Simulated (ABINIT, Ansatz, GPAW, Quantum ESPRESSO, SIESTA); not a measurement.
**One structure in several programs: Tl (P6_3/mmc, 2 atoms in the cell)**

Self-consistent single point.

```xyz
2
Lattice="3.5652 0.0000 0.0000 -1.7826 3.0875 0.0000 0.0000 0.0000 5.7561" Properties=species:S:1:pos:R:3 pbc="T T T"
Tl     0.0000     2.0584     1.4390
Tl     1.7826     1.0292     4.3171
```

Shared settings, as Ansatz (a first-principles code) writes them: kpoints.mp_grid.grid = 3 3 2; scf.occupations.method = fermi_dirac; scf.occupations.width = 0.05 eV. Potentials and cutoffs stand in the table.

```csv
code,model,pressure (GPa),cutoff
GPAW,"PBE, GPAW PAW datasets PBE (gpaw-data 1.0.1)",-0.66,550 eV
Ansatz,"PBE, PAW files",-0.29,420 eV
Quantum ESPRESSO,"PBE, PseudoDojo standard norm-conserving (PBE) pseudopotentials",-0.40,65 Ry
ABINIT,"PBE, norm-conserving pseudopotentials (PseudoDojo nc-sr-05 PBE standard)",-0.40,30 Ha
SIESTA,"GGA PBE, numerical atomic orbitals DZP, PseudoDojo PBE standard norm-conserving potentials (rewritten from UPF to PSML)",-0.56,grid 400 Ry
```

On Ansatz's run: spin-orbit coupling is off.

The spread over the programs that give each value: pressure within 0.37 GPa.

SIESTA uses small atom-centred bases, whose incompleteness enters pressures, forces and empty levels differently from a plane-wave cutoff. Ansatz's pressure is given at a fixed set of plane waves, as the other plane-wave codes print theirs.

On the base mesh (9 9 5) the same programs gave: Ansatz pressure -0.13 GPa; Quantum ESPRESSO pressure -0.23 GPa; ABINIT pressure -0.23 GPa; GPAW pressure -0.46 GPa; SIESTA pressure -0.33 GPa.

The starting cell comes from a database of computed structures (which also holds hypothetical and non-ambient phases and stackings), without a prior relaxation at this level. Its lattice was rescaled by a random factor within 2.5 % of one.

Left out of this page: CP2K (on another mesh); Elk and FLEUR (not drawn, or without a comparable value).

Keys are those of Ansatz 0.2.
